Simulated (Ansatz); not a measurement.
# A computed series for Cu3N: response to strain

Base system: Cu₃N (space group Pm-3m, No. 221; a = 3.827 Å).

Strains are applied to the cell and any free atomic positions relax.

The values are results of PBE, PAW, 420 eV (Ansatz, an electronic-structure program; no spin-orbit coupling), not measurements.

Notes on the quantities. energy relative to the base: free energy F.

```json
[
 {"change": "base", "shortest interatomic distance": "3.616 bohr", "pressure": "0.0 GPa", "energy relative to the base": "0 meV/atom"},
 {"change": "isotropic strain −3.00 %", "shortest interatomic distance": "3.507 bohr", "pressure": "13.2 GPa", "energy relative to the base": "+46 meV/atom"},
 {"change": "isotropic strain −2.40 %", "shortest interatomic distance": "3.529 bohr", "pressure": "10.1 GPa", "energy relative to the base": "+29 meV/atom"},
 {"change": "isotropic strain −1.80 %", "shortest interatomic distance": "3.551 bohr", "pressure": "7.2 GPa", "energy relative to the base": "+16 meV/atom"}
]
```

The mesh was chosen for an insulator and is coarse for the gapless case. Whether these cells are dynamically stable was not tested. All final runs are without spin polarisation.
